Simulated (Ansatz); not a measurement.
Competing hops of O-vacancy pair in zinc-blende BN, charge state +2

System: O-vacancy pair (O on one host N site, one N site vacant) in zinc-blende BN (charge state +2). Level of theory: PBE, PAW (plane waves to 420 eV; Ansatz, a program for electronic structure).

Settings: 64 host sites, the relaxed PBE lattice, a 2×2×2 k-point mesh shifted by half a step, smearing 0.01 eV, spin-restricted, no image-charge correction. Energies are static. The charge state is imposed; whether it is stable for some Fermi level was not computed. Forms of the defect that were not tried may lie lower.

Barriers: single points on a 3×3×3 k-point mesh shifted by half a step at the bands' geometries.

| Route | Start site over the lowest site run (eV) | Hop (Å) | Forward barrier (eV) | Backward barrier (eV) | Neighbours at the start | Neighbours at the saddle | Saddle order | Forward, on the band's own sampling (eV) |
|---|---|---|---|---|---|---|---|---|
| direct exchange of O with the vacancy (O-vacancy distance between ideal sites 2.56 Å throughout) | 0.17 | 2.49 | 5.73 | 5.73 | B at 1.59, 2 B at 1.65, B at 1.70 Å | B at 1.33, 4 B at 2.09 Å | inconclusive, on a symmetry element | 5.73 |
| a nearby N atom hops onto the vacant site (O-vacancy distance between ideal sites 2.56 Å throughout) | 0.17 | 2.53 | 6.52 | 6.52 | B at 1.53, B at 1.54, B at 1.58, B at 1.61 Å | B at 1.41, B at 1.60, B at 1.79, B at 2.00; O at 2.17 Å | inconclusive | 6.52 |
| a nearby N atom hops onto the vacant site (O-vacancy distance between ideal sites 2.56 → 4.44 Å) | 0.17 | 2.53 | 6.92 | 7.09 | B at 1.52, 2 B at 1.57, B at 1.59 Å | B at 1.43, B at 1.49, B at 1.95, B at 2.06, B at 2.08; N at 2.17 Å | first order | 6.91 |

Paths come from CI-NEB runs. Of the routes that converged and passed our checks, the lowest saddle point lies 5.90 eV above the lowest of the sites run (direct exchange of O with the vacancy (O-vacancy distance between ideal sites 2.56 Å throughout)); other sites, such as split forms, and other routes may lie lower. A band can be held on a symmetry element, so unchecked saddle points there may be too high.
